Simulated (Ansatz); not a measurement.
**LiTaO3, pressure series**

Consider LiTaO3 (space group P4/mbm, No. 127; a cell from a computed database, its experimental status unchecked).

```yaml
crystal:
  lattice:
    - [5.36922, 0.00000, 0.00000]
    - [0.00000, 5.36922, 0.00000]
    - [0.00000, 0.00000, 3.91485]
  atoms:
    - { symbol: Li, position: [0.00000, 0.50000, 0.50000] }
    - { symbol: Li, position: [0.50000, 0.00000, 0.50000] }
    - { symbol: Ta, position: [0.50000, 0.50000, 0.00000] }
    - { symbol: Ta, position: [0.00000, 0.00000, 0.00000] }
    - { symbol: O, position: [0.50000, 0.50000, 0.50000] }
    - { symbol: O, position: [0.00000, 0.00000, 0.50000] }
    - { symbol: O, position: [0.17730, 0.67730, 0.00000] }
    - { symbol: O, position: [0.82270, 0.32270, 0.00000] }
    - { symbol: O, position: [0.32270, 0.17730, 0.00000] }
    - { symbol: O, position: [0.67730, 0.82270, 0.00000] }
```

Cell and atoms are relaxed at each pressure.

Computed with plane-wave PAW DFT at the PBEsol level (Ansatz, a program for electronic structure, 420 eV), no spin-orbit coupling.

```tsv
case	band gap	lattice parameter a	smallest direct gap
base	2.41 eV	10.146 bohr	2.72 eV
pressure −2 GPa	2.39 eV	10.200 bohr	2.74 eV
pressure −1 GPa	2.40 eV	10.172 bohr	2.73 eV
pressure 0.3 GPa	2.41 eV	10.139 bohr	2.72 eV
pressure 0.7 GPa	2.42 eV	10.129 bohr	2.71 eV
pressure 1.5 GPa	2.42 eV	10.109 bohr	2.70 eV
pressure 3 GPa	2.44 eV	10.074 bohr	2.68 eV
pressure 5 GPa	2.46 eV	10.029 bohr	2.66 eV
pressure 7.5 GPa	2.48 eV	9.978 bohr	2.63 eV
pressure 10 GPa	2.50 eV	9.929 bohr	2.61 eV
```

With Ta present, leaving out spin-orbit coupling can change the band edges. Load acts through the strain it causes; cell and atoms are relaxed under it. Stability against distortions was not tested. No other phases were tried under pressure.
